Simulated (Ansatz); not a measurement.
Consider AlCr2C (space group P6_3/mmc, No. 194; non-magnetic).

```yaml
crystal:
  lattice:
    - [2.81185, 0.00000, 0.00000]
    - [-1.40592, 2.43513, 0.00000]
    - [0.00000, 0.00000, 12.59915]
  atoms:
    - { symbol: Al, position: [0.33333, 0.66667, 0.75000] }
    - { symbol: Al, position: [0.66667, 0.33333, 0.25000] }
    - { symbol: Cr, position: [0.33333, 0.66667, 0.08437] }
    - { symbol: Cr, position: [0.66667, 0.33333, 0.58437] }
    - { symbol: Cr, position: [0.66667, 0.33333, 0.91563] }
    - { symbol: Cr, position: [0.33333, 0.66667, 0.41563] }
    - { symbol: C, position: [0.00000, 0.00000, 0.00000] }
    - { symbol: C, position: [0.00000, 0.00000, 0.50000] }
```

Cartesian axes are those of the cell as printed.

Method: PBEsol in Ansatz (plane waves to 420 eV, PAW, no spin-orbit coupling).

Perturbation: strain tensor (xx, yy, zz, yz, xz, xy) = (−1.28, −0.71, −2.35, +0.81, −0.55, +0.68) %; the atoms relax in the strained cell.

Q: How does this affect the largest internal atomic displacement?

A: The largest internal atomic displacement is 0.024 Å.

Q: What does the calculation give for the energy relative to the base after the change?

A: The energy goes up by 18 meV/atom.

Without a gap, meshes like the base's 19×19×4 leave anisotropic stresses uncertain by several tenths of a GPa, and small strain energies with them. Stability against distortions was not tested. Seeded moments were not kept for the base. The final runs are not spin-polarised.

Ansatz is an electronic-structure program.
